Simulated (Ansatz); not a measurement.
This Ansatz (a program for electronic structure) input is the reference run, BaHfO3 in the cubic perovskite structure (space group Pm-3m, No. 221), computed with PBEsol in Ansatz (plane waves to 420 eV, PAW, scalar-relativistic without spin-orbit coupling):

Ansatz 0.2 input:
```yaml
crystal:
  lattice:
    - [4.157530068, 0, 0]
    - [0, 4.157530068, 0]
    - [0, 0, 4.157530068]
  atoms:
    - { symbol: Ba, position: [0, 0, 0] }
    - { symbol: Hf, position: [0.5, 0.5, 0.5] }
    - { symbol: O, position: [0.5, 0, 0.5] }
    - { symbol: O, position: [0, 0.5, 0.5] }
    - { symbol: O, position: [0.5, 0.5, 0] }
basis: { ecutwfc: 420, ecutrho_ratio: 4, xc_grid: 2, fft_grid_basis: typed }
kpoints: { mp_grid: { grid: [8, 8, 8] } }
hamiltonian:
  xc: pbesol
  dispersion: none
  pseudopotentials: { kind: paw }
scf: { occupations: { method: fermi_dirac, width: 0.05 }, convergence: { dr2_threshold: 0.0000000005 } }
output: { forces: true, stress: true }
checkpoint: { write: state.ck, write_every: 1000 }
```

Task: Write the input for this change: the cell is scaled by 1.0120 in all directions; the atoms relax in the strained cell.

Result: 
Ansatz 0.2 input:
```yaml
crystal:
  lattice:
    - [4.2074204288, 0, 0]
    - [0, 4.2074204288, 0]
    - [0, 0, 4.2074204288]
  atoms:
    - { symbol: Ba, position: [0, 0, 0] }
    - { symbol: Hf, position: [0.5, 0.5, 0.5] }
    - { symbol: O, position: [0.5, 0, 0.5] }
    - { symbol: O, position: [0, 0.5, 0.5] }
    - { symbol: O, position: [0.5, 0.5, 0] }
basis: { ecutwfc: 420, ecutrho_ratio: 4, xc_grid: 2, fft_grid_basis: typed }
kpoints: { mp_grid: { grid: [8, 8, 8] } }
hamiltonian:
  xc: pbesol
  dispersion: none
  pseudopotentials: { kind: paw }
scf: { occupations: { method: fermi_dirac, width: 0.05 }, convergence: { dr2_threshold: 0.0000000005 } }
relax: { f_tol: 0.005, max_steps: 50 }
output: { forces: true, stress: true }
checkpoint: { write: state.ck, write_every: 1000 }
```
This is the input that was run.

Stability against distortions was not tested.
